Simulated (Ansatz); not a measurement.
Worked example: relaxation of the atoms of AgAu3 (I4mm, 4 atoms in the cell) in Ansatz (a program for electronic structure).

Computed with LDA (PW92), default PAW files made with PBE (plane waves; Ansatz).

The change in words: one atom moved by 0.15 angstrom; relax: default → atoms; relax.f_tol: default → 0.05 eV/Å. Reference geometry:
```
CELL_PARAMETERS angstrom
     -2.04632     2.04632     4.14193
      2.04632    -2.04632     4.14193
      2.04632     2.04632    -4.14193
ATOMIC_POSITIONS crystal
  Ag 0.00000 0.00000 0.00000
  Au 0.75000 0.25000 0.50000
  Au 0.25000 0.75000 0.50000
  Au 0.50000 0.50000 0.00000
```

Reference input (self-consistent single point, DFT, LDA (PW92), plane waves, default PAW files made with PBE): basis.ecutwfc = 420 eV; kpoints.mp_grid.grid = 11 11 11; hamiltonian.xc = lda; hamiltonian.pseudopotentials = {kind: paw} (the program's default PAW files); scf.occupations.method = fermi_dirac; scf.occupations.width = 0.1 eV. This run's input differs from it in these lines:

```diff
@@ -7,3 +7,3 @@
   atoms:
-    - { symbol: Ag, position: [0.000000, 0.000000, 0.000000] }
+    - { symbol: Ag, position: [0.018107, 0.018107, 0.000000] }
     - { symbol: Au, position: [0.750000, 0.250000, 0.500000] }
@@ -20,2 +20,4 @@
   occupations: { method: fermi_dirac, width: 0.1 }
+relax:
+  f_tol: 0.05
 output:
```

Log, with long lists cut:

```
   [... SCF lines of the steps left out ...]
relax step   1: F+E_penalty+E_count = -46053.05117103 eV  Δ(F+E_penalty+E_count) = +0.000e0 eV  max|allowed force component| = 6.989e-1 eV/Å  Δτ_max = 0.0000 Å  (6 SCF iters, dr2 threshold 6.25e-5 eV, accepted)
relax step   2: F+E_penalty+E_count = -46053.08674198 eV  Δ(F+E_penalty+E_count) = -3.557e-2 eV  max|allowed force component| = 3.528e-1 eV/Å  Δτ_max = 0.1304 Å  (6 SCF iters, dr2 threshold 3.05e-5 eV, accepted)
relax step   3: F+E_penalty+E_count = -46053.10207961 eV  Δ(F+E_penalty+E_count) = -1.534e-2 eV  max|allowed force component| = 6.521e-2 eV/Å  Δτ_max = 0.0280 Å  (5 SCF iters, dr2 threshold 7.78e-6 eV, accepted)
relax step   4: F+E_penalty+E_count = -46053.10266054 eV  Δ(F+E_penalty+E_count) = -5.809e-4 eV  max|allowed force component| = 1.185e-3 eV/Å  Δτ_max = 0.0125 Å  (6 SCF iters, accepted)
the relaxation is at rest under the 8 symmetry operations that the run kept from its start: a minimum is not shown …
Free energy (F): -46053.102661 eV
Internal energy: -46053.067862 eV  (E = F + TS)
E sigma→0 (E₀):  -46053.085261 eV
Entropy (-TS):   -0.034798 eV (-8.700 meV/atom)
Fermi energy:    18.925811 eV
--- Forces (eV/Å), atoms counted from 1 ---
  atom   1  Ag     0.00000000     0.00000000    -0.00120373
  atom   2  Au    -0.00000000    -0.00000000    -0.00000917
  atom   3  Au     0.00000000     0.00000000    -0.00000917
  atom   4  Au    -0.00000000     0.00000000     0.00114635
--- Stress (GPa, compression-positive) ---
       -8.399637      -0.000000       0.000000
   [... lines left out ...]
  atoms:
    - { symbol: Ag, position: [0.004563991054716343, 0.004563991054716343, 1.4852778341865416e-34] }
    - { symbol: Au, position: [0.7545256618649312, 0.2545256618649312, 0.49999999999999994] }
    - { symbol: Au, position: [0.2545256618649312, 0.7545256618649312, 0.49999999999999994] }
    - { symbol: Au, position: [0.5044916852154211, 0.5044916852154211, 4.132307637687309e-34] }
```

The run converged.  The full log also holds: “iter 5 did not close the SCF: its close was put off for the readings that it lacked (scf_convergence_deferred on its scf_iter line)”.

Summary of the result:
```
Quantity                                                  Value
-----------------------------------------------  --------------
Free energy E − TS (on the zero of these files)  -46053.1027 eV
Fermi level (on the code's own zero)                   18.93 eV
Pressure                                              -8.45 GPa
Largest force (vector length)                        0.001 eV/Å
Relaxation steps                                              4
```

The starting cell comes from a database of computed structures (which also holds hypothetical and non-ambient phases and stackings), without a prior relaxation at this level. Its lattice was rescaled by up to half a per cent. For this run, on top of that: one atom moved by 0.15 angstrom. The relaxation keeps the symmetry of its start, so its end need not be a minimum. Ansatz's pressure includes its estimate of the finite-basis (Pulay) stress.

Cost on one core of a shared machine: roughly 2 min.

Keys are those of Ansatz 0.2.
